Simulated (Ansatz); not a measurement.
Base system: SrVO3 in the cubic perovskite structure (space group Pm-3m, No. 221; a = 3.841 Å; ferromagnetic). Axes: x, y, z lie along the cube axes.

All numbers come from r2SCAN (Ansatz, a first-principles code; PAW; 500 eV plane waves; scalar-relativistic without spin-orbit coupling).

Strains are applied to the cell and any free atomic positions relax.

One change was made to it. Results:

| quantity | base | after |
|---|---|---|
| magnetic state | ferromagnetic | ferromagnetic |
| energy relative to the base (free energy F) | 0 meV/atom | +42 meV/atom |

**Question.** What was done to the base?
A) uniaxial strain ε_yy = −4.40 %
B) tensor shear ε_yz = −0.62 %
C) tensor shear ε_yz = +3.74 %
D) uniaxial strain ε_zz = −5.39 %

**Answer.** D, uniaxial strain ε_zz = −5.39 %. For comparison, the energy relative to the base in the other runs: uniaxial strain ε_yy = −4.40 % gives +27 meV/atom; tensor shear ε_yz = −0.62 % gives +0.7 meV/atom; tensor shear ε_yz = +3.74 % gives +25 meV/atom.

The magnetic state is the one reached from the starting moments; the real material's order can differ, and small cells can't hold many antiferromagnetic ones. Without a gap, meshes like the base's 12×12×12 leave anisotropic stresses uncertain by several tenths of a GPa, and small strain energies with them. Stability against distortions was not tested. No Hubbard U is applied, and correlation can decide whether such a compound is a metal.
